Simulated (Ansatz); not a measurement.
For GeSe (model structure, started from the NiAs type, P6₃/mmc, No. 194, 4 atoms in the cell), PBE (Ansatz, a program for electronic structure, PAW) gives:

| Property | Value |
|---|---|
| lattice constant a | 3.935 Å |
| c axis length | 6.940 Å |
| cohesive energy | 3.32 eV/atom |

**Question.** What does PBE-D3(BJ) in Ansatz (PAW) give for the same quantities?

**Answer.** 
- lattice constant a: 3.857 Å (drops by 2.0 %)
- lattice parameter c: 6.912 Å (decreases by 0.4 %)
- cohesive energy: 3.66 eV/atom (increases by 0.34 eV/atom)

Changes are worked out from the printed values.

Unless a cell is named, each level is at its own relaxed cell (PBE 23.26, PBE-D3(BJ) 22.26 Å³/atom).

Caveats: a distance lies near a switch of the dispersion term, which can move the cell (PBE-D3(BJ)). Ansatz's density-functional and Hartree–Fock values are scalar-relativistic unless marked +SOC, with PAW data made under PBE.

A model structure was made by putting elements into a prototype or built by hand; it is no filed structure, need not be a known phase, and can be a saddle point held by its symmetry.
